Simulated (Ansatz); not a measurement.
System: Ni (P6₃/mmc, No. 194, 2 atoms in the cell; start mp-10257; another form than the element's usual one). Method: r²SCAN in Ansatz (plane waves, PAW).

Run with plane-wave cutoff 560 eV, 24×24×14 k mesh (along the axes of the cell as run), Fermi–Dirac smearing 0.05 eV, spin-polarised start, scalar-relativistic PAW data made under PBE.

Cell (relaxed at this level):

```
CELL_PARAMETERS angstrom
      2.44579     0.00000     0.00000
     -1.22289     2.11812     0.00000
      0.00000     0.00000     4.07378
ATOMIC_POSITIONS crystal
  Ni 0.33333 0.66667 0.25000
  Ni 0.66667 0.33333 0.75000
```

Question: Give the computed bulk modulus B0.

Answer: 
- bulk modulus B0: 213 GPa

The run finds no gap.

Note: the magnetic order was assumed, not searched for or taken from measurement; the bulk modulus is −V dP/dV from two relaxed cells at ±2 % in volume; the relaxation could not lower the start's symmetry, so the cell can be a saddle point above a distorted one.

It cost about 9 core-minutes (a rough figure) of CPU time.

A start named mp-… is a Materials Project structure, which need not be a measured phase.

Ansatz is an electronic-structure program.
